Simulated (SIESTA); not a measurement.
Troubleshooting SIESTA: a failed run on Ca (Fm-3m, 1 atom in the cell). The aim is a self-consistent single point with DFT, GGA PBE, numerical atomic orbitals DZP, PseudoDojo PBE standard norm-conserving potentials (rewritten from UPF to PSML).

Cell that was meant: a = 3.9560 Å, b = 3.9560 Å, c = 3.9560 Å, α = 60.00°, β = 60.00°, γ = 60.00°.

Part of the input:

```
OccupationMPOrder            0
ElectronicTemperature        0.1 eV

MaxSCFIterations             2
SCF.Mixer.Method             Pulay
SCF.Mixer.Weight             0.2
SCF.Mixer.History            8
```

Log, with long lists cut:

```
        iscf     Eharris(eV)        E_KS(eV)     FreeEng(eV)     dDmax    Ef(eV) dHmax(eV)
   scf:    1    -1050.409601    -1052.088989    -1052.092731  0.461707 -2.917036  2.322112
   scf:    2    -1052.134415    -1052.112023    -1052.115767  0.040450 -2.937181  1.747640
SCF_NOT_CONV: SCF did not converge in maximum number of steps (required).
SCF_NOT_CONV: SCF did not converge in maximum number of steps (required).
Geom step, scf iteration, dDmax, dHmax:    0     2      0.040450     0.128449
Geom step, scf iteration, dDmax, dHmax:    0     2      0.040450     0.128449

ABNORMAL_TERMINATION
ABNORMAL_TERMINATION
Stopping Program from Node:    0
Stopping Program from Node:    0
```

### Question
What is wrong, and how is it fixed?

### Answer
The fault is an iteration limit that is too low. The loop is cut before its threshold is met, so whatever is printed at the end is not self-consistent. To fix it, raise the limit, or leave it to the default. The run ended unconverged after 2 iterations.

An input that runs soundly differs in these lines (not the only fix; some lines may just follow from the change or write a value another way):
```diff
-MaxSCFIterations             2
+MaxSCFIterations             150
```

With that input, the run converged in 7 iterations: free energy E − TS -1052.1444 eV; Fermi level (on the code's own zero) -3.00 eV; pressure 3.48 GPa (DFT, GGA PBE, numerical atomic orbitals DZP, PseudoDojo PBE standard norm-conserving potentials (rewritten from UPF to PSML)).

On the sound input: the starting cell comes from a database of computed structures (which also holds hypothetical and non-ambient phases and stackings), without a prior relaxation at this level. Its lattice was rescaled by a random factor within 2.5 % of one. Values carry the incompleteness of an atom-centred basis. With a pressure of about 3 GPa the cell is away from its equilibrium volume at this level.
